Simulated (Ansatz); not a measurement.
**Predicting one run from its neighbours: the energy against the vacuum, the (001) slab of Tc (cut from a parent of space group no. 194; 4 atoms in the cell)**

```
Tc
1.0
    2.72630     0.00000     0.00000
   -1.36315     2.36104     0.00000
    0.00000     0.00000    36.55209
Tc
4
Direct
  0.66667   0.33333   0.47012
  0.33333   0.66667   0.41037
  0.66667   0.33333   0.58963
  0.33333   0.66667   0.52988
```

Computed with PBEsol, default PAW files made with PBE (plane waves; Ansatz, a program for electronic structure).

Base settings: basis.ecutwfc = 500 eV; kpoints.mp_grid.grid = 13 13 1; hamiltonian.xc = pbesol; hamiltonian.pseudopotentials = {kind: paw} (the program's default PAW files); scf.occupations.method = gaussian; scf.occupations.width = 0.1 eV.

The last step of the ladder, which sets the zero, is vacuum between outermost atoms (Å) = 30.0.

The starting cell has typed, rounded lattice constants, without a prior relaxation at this level. The slab is cut from that crystal, and its faces are unrelaxed. Its lattice was rescaled by up to half a per cent. Spin polarisation is off. Forces in the cell shown exceed 1 eV/Å.

The differences are negative here: closer images bind.

An empirical form: the interaction of two facing surfaces decays exponentially with the gap, by the tails of the wave functions or, on ionic faces, by the in-plane pattern of charges: ln|ΔF| = a + b·d. One k-point is taken across the vacuum.

| vacuum (Å) | size of F less the last step's (meV/atom) | ln of it |
|---|---|---|
| 4.0 | 118.69 | 4.777 |
| 5.0 | 31.08 | 3.437 |
| 6.0 | 6.65 | 1.895 |
| 7.0 | ? | ? |
| 8.0 | 0.33 | -1.109 |

Question: Fit the line to the 4 rows given and predict the withheld one.

Answer: Means: x̄ = 5.7500, ȳ = 2.2500. Σ(x − x̄)(y − ȳ) = -12.96 and Σ(x − x̄)² = 8.750, so b = -1.481 and a = ȳ − b·x̄ = 10.766; the decay length is 0.68 Å. The largest residual of the fitted rows is 0.076. At x = 7.0 the line gives 0.399, that is 1.49 meV/atom. The run gave 1.38 meV/atom, a miss of 0.11 meV/atom (8 %). The table is a window of a longer ladder. The rows were chosen because the form fits them, the withheld one included, so this shows the method and is no test of the form.

Left out of this page: 7 runs of the series outside the window shown, repeating another row's setting, or not comparable.

Keys are those of Ansatz 0.2.
